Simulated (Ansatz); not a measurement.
An Ansatz (a first-principles code) input (PBE (Ansatz; PAW; 420 eV plane waves; no SOC)):

Ansatz 0.2 input:
```yaml
crystal:
  lattice:
    - [-1.9229392034, 1.9229392034, 4.3099667878]
    - [1.9229392034, -1.9229392034, 4.3099667878]
    - [1.9229392034, 1.9229392034, -4.3099667878]
  atoms:
    - { symbol: Al, position: [0.5, 0.5, 0] }
    - { symbol: Al, position: [0.75, 0.25, 0.5] }
    - { symbol: Al, position: [0.25, 0.75, 0.5] }
    - { symbol: Ti, position: [0, 0, 0] }
basis: { ecutwfc: 420, ecutrho_ratio: 4, xc_grid: 2, fft_grid_basis: typed }
kpoints: { mp_grid: { grid: [17, 17, 17] } }
hamiltonian:
  xc: pbe
  dispersion: none
  pseudopotentials: { kind: paw }
scf: { occupations: { method: fermi_dirac, width: 0.05 }, convergence: { dr2_threshold: 0.0000000004 } }
output: { forces: true, stress: true }
```

Question: Which symmetry and how many k-points will the program report, and about how many plane waves at Γ?

Answer: Space group I4/mmm (ITA 139) with 16 operations, k-points 405 of 4913, and 1299 plane waves at Γ.

Whether these cells are dynamically stable was not tested. All final runs are without spin polarisation. The cell is TiAl3 (space group I4/mmm, No. 139).
